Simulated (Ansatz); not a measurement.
Start from GaAs in the zinc blende structure (space group F-43m, No. 216; a = 5.6594 Å). Axes: x, y, z lie along the cube axes.

Levels (all Ansatz, an electronic-structure program, PAW, earlier PAW set): PBEsol (420 eV, no spin-orbit coupling); HSE06 (420 eV, spin-orbit coupling left out).

Its gap is 0.42 eV with PBEsol and 1.40 eV with HSE06.

Modification: uniaxial strain ε_xx = −1.97 %, all other strain components held at zero; the atoms relax in the strained cell.

With PBEsol the gap becomes 0.49 eV.

Problem. If the HSE06 correction stayed the same, what would the HSE06 gap be, and what does the HSE06 run give?

Solution. A rigid correction of +0.98 eV gives 1.47 eV. The HSE06 run gives 1.48 eV, so the two effects roughly add.

Single points use the geometry relaxed with PBEsol. Stability against distortions was not tested.
